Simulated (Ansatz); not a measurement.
**ZnAu: isotropic strain +3.00 %**

The parent structure is ZnAu in the CsCl type structure (space group Pm-3m, No. 221; a = 3.187 Å; relaxed with 0.1 eV smearing).

One thing is altered: the cell is scaled by 1.0300 in all directions, atoms relaxed at fixed cell.

Computed with DFT with PBE, PAW potentials and a 420 eV plane-wave cutoff in Ansatz (an electronic-structure program), spin-orbit coupling left out. Settings: 18×18×18 k-points, 0.1 eV Fermi–Dirac smearing.

The volume per atom goes up by 1.50 Å³ to 17.68 Å³ and the space group stays Pm-3m (No. 221). The shortest interatomic distance grows by 0.1565 bohr (5.215 bohr → 5.372 bohr) and the energy rises by 42 meV/atom. The pressure goes from zero to -8.1 GPa and the band gap remains zero.

Whether these cells are dynamically stable was not tested.
